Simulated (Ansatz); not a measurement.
# ZnO: band gap against strain

ZnO (wurtzite, P6_3mc, 11.778 Å³/atom at rest, c along z) under an equal strain ε in the (0001) plane with the normal axis free, as in a coherent film. PBEsol in Ansatz, a plane-wave DFT program (PAW, default set), 420 eV, 12×12×7 Γ-centred mesh, Fermi-Dirac smearing 0.05 eV; ions are relaxed within the symmetry of each cell. Gaps are the smallest over the k-mesh and a band path, without spin-orbit coupling; in all rows the valence edge lies at Γ and the conduction edge at Γ.

Here s stands for strain and Eg for gap.

```csv
strain (%),gap (eV)
-3.00,?
-1.80,0.676
-1.20,0.686
-0.60,0.696
0.00,0.704
```

Task: Using a straight line, estimate the missing Eg at s = -3.00 from the other rows, showing the fit.

Result: Means: s -0.90000, Eg 0.6905. About the means, the sum of products is 0.028200 and the sum of squares of s is 1.8000; the slope is their ratio. Least squares gives Eg = 0.7046 + 0.01567·s. Residuals (row less fit): -0.0004, 0.0002, 0.0008, -0.0006; standard error 0.0008 (degrees of freedom: 2). Over these rows the gap moves by 1.6 ± 0.06 eV per unit strain. At the withheld row, Eg = 0.7046 + 0.01567 × (-3.0) = 0.6576 eV. The calculation gives 0.653 eV, 0.0046 eV below the prediction (9.0 % of the range of Eg in the table). The row lies outside the fitted rows, so this is an extrapolation. From the scatter of the fitted rows alone, a prediction at this place has a standard error of 0.0015 eV, so the miss is 3.1 times that.

One order more, fitted to all 6 runs of the series, follows each within 0.001, so the miss is the next term of a smooth law. Rows are the converged runs of the series near zero and its far end; series whose fitted rows scatter by over a few per cent of the range, as at a crossing or softening among them, aren't shown in this form. Most that stay on the fit to the last digits aren't either.
